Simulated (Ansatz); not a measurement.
## Lattice parameter a of Ge (model structure, I-43m, No. 217, 23 atoms in the cell) at several levels of theory

No measured value is used here.

Question: Put these levels in order of the lattice parameter a that they give for Ge (model structure, I-43m, No. 217, 23 atoms in the cell), smallest first: LDA (Ansatz, a quantum-chemistry and plane-wave program), PBE-D3(BJ) (Ansatz), r²SCAN (Ansatz), r²SCAN+rVV10 (Ansatz).

Answer: LDA (10.380 Å), r²SCAN+rVV10 (10.447 Å), r²SCAN (10.482 Å), PBE-D3(BJ) (10.532 Å)

Cutoffs differ between the levels. Ansatz's density-functional and Hartree–Fock values are scalar-relativistic unless marked +SOC, with PAW data made under PBE.

A model structure was made by putting elements into a prototype or built by hand; it is no filed structure, need not be a known phase, and can be a saddle point held by its symmetry.
